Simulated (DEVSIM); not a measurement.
Structure: Mo/Al2O3/n-In0.53Ga0.47As capacitor, at 400 K.

| layer (left to right) | material | thickness (nm) | Nd (cm⁻³) |
|---|---|---|---|
| 1 | Al2O3 | 4.60 | - |
| 2 | In0.53Ga0.47As | 1400 | 1.6e17 |

Metal gate on the left, work function 4.6 eV. Fixed charge at the semiconductor interface -5.5e10 cm⁻² (in units of +e); interface traps 1.1e10 cm⁻² eV⁻¹, uniform in energy, neutral level at 0.5 of the gap above the valence band.

This is a model device: material constants are rounded textbook-type values typed into the input, and sizes, dopings and lifetimes were drawn at random. Values at 300 K; Nc and Nv go as T^1.5, mobilities as T to minus their exponent, the gap by Varshni's rule with the affinity fixed.

```csv
parameter,Al2O3,In0.53Ga0.47As
gap (eV),6.8,0.74
affinity (eV),1.35,4.51
permittivity,9,13.9
Nc (cm⁻³),-,2.1e17
Nv (cm⁻³),-,7.7e18
Varshni α (eV/K),-,0.00035
Varshni β (K),-,190
```

Model (solved in DEVSIM): 1D Poisson equation in equilibrium, Boltzmann statistics, complete ionisation; no quantum confinement or tunnelling. Metal contacts follow the ideal Schottky-Mott rule: no Fermi-level pinning, no interface dipoles.

**Question.** Tabulate band edges, carrier densities and field at -0.45 V on the gate.

**Answer.** Energies count from the Fermi level of the right contact; mesh points crowd at the junctions.

| x (μm) | Ec (eV) | Ev (eV) | n (cm⁻³) | p (cm⁻³) | field (V/cm) |
|---|---|---|---|---|---|
| 0.000 | 3.700 | -3.100 | < 1e2 | < 1e2 | -190000 |
| 0.0009387 | 3.682 | -3.118 | < 1e2 | < 1e2 | -190000 |
| 0.002241 | 3.658 | -3.142 | < 1e2 | < 1e2 | -190000 |
| 0.003562 | 3.633 | -3.167 | < 1e2 | < 1e2 | -190000 |
| 0.004814 | 0.451 | -0.258 | 6.7e11 | 6.6e15 | -130000 |
| 0.006146 | 0.434 | -0.275 | 1.1e12 | 4.0e15 | -130000 |
| 0.008767 | 0.402 | -0.307 | 2.8e12 | 1.6e15 | -120000 |
| 0.01673 | 0.313 | -0.396 | 3.6e13 | 1.2e14 | -100000 |
| 0.02959 | 0.198 | -0.511 | 1.0e15 | 4.3e12 | -76000 |
| 0.05489 | 0.069 | -0.641 | 4.4e16 | 1.0e11 | -28000 |
| 0.1047 | 0.025 | -0.684 | 1.5e17 | 2.9e10 | -890 |
| 0.2559 | 0.024 | -0.685 | 1.6e17 | 2.8e10 | ≈ 0 |
| 0.5003 | 0.024 | -0.685 | 1.6e17 | 2.8e10 | ≈ 0 |
| 0.8887 | 0.024 | -0.685 | 1.6e17 | 2.8e10 | ≈ 0 |
| 1.198 | 0.024 | -0.685 | 1.6e17 | 2.8e10 | ≈ 0 |
| 1.300 | 0.024 | -0.685 | 1.6e17 | 2.8e10 | ≈ 0 |
| 1.352 | 0.024 | -0.685 | 1.6e17 | 2.8e10 | ≈ 0 |
| 1.379 | 0.024 | -0.685 | 1.6e17 | 2.8e10 | ≈ 0 |
| 1.395 | 0.024 | -0.685 | 1.6e17 | 2.8e10 | ≈ 0 |
| 1.400 | 0.024 | -0.685 | 1.6e17 | 2.8e10 | ≈ 0 |
| 1.403 | 0.024 | -0.685 | 1.6e17 | 2.8e10 | ≈ 0 |
| 1.405 | 0.024 | -0.685 | 1.6e17 | 2.8e10 | ≈ 0 |
